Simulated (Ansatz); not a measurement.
RuAl (model structure, Cmcm, No. 63, 4 atoms in the cell), treated with PBEsol (Ansatz, a quantum-chemistry and plane-wave program, PAW).

Numerical settings: plane-wave cutoff 520 eV, 20×20×14 k mesh (along the axes of the cell as run), Fermi–Dirac smearing 0.05 eV, no spin polarisation, scalar-relativistic PAW data made under PBE.

Cell (relaxed at this level):

```xyz
4
Lattice="1.4745 -4.5426 0.0000 1.4745 4.5426 0.0000 0.0000 0.0000 4.0891" Properties=species:S:1:pos:R:3 pbc="T T T"
Al     1.4745    -0.8442     1.0223
Ru     1.4745    -3.3014     1.0223
Al     1.4745     0.8442     3.0668
Ru     1.4745     3.3014     3.0668
```

Estimate the bulk modulus that the calculation returns.


- bulk modulus: 196 GPa

Note: the run has no spin polarisation, so it can have missed a magnetic state; the bulk modulus is −V dP/dV from two relaxed cells at ±2 % in volume; the relaxation could raise the start's symmetry but not lower it, so the cell can be a saddle point.

Computed values are for the static lattice.

It cost about 5 core-minutes (a rough figure) of CPU time.

A model structure was made by putting elements into a prototype or built by hand; it is no filed structure, need not be a known phase, and can be a saddle point held by its symmetry.
